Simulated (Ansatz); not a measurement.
The starting structures come from a database of crystals and need not be the phases stable at ambient conditions.

By PBEsol, the system below comes out a metal.

Without scattering a metal conducts by its projected Fermi surface.

Here is the system:

```
Si
1.0
    2.65853     0.00000     0.00000
   -1.32926     3.35362     0.00000
    1.32926     0.00000     3.35362
Si
2
Cartesian
  0.66463   1.67681   1.67681
  1.32926   0.00000   0.00000
```

Space group of this cell: I4_1/amd. The cell is taken as given; by PBEsol its mean pressure is 0.8 GPa.

The current flows along the normal of the first two printed cell vectors, the (110) plane of the conventional cell. No spin-orbit coupling; the value is a mean over 0.1 eV about the Fermi level.

**Question.** Estimate the ballistic conductance per area that PBEsol (Ansatz, an electronic-structure program) returns for this system.

**Answer.** 1.2 × 10¹⁵ S/m² for both spins.
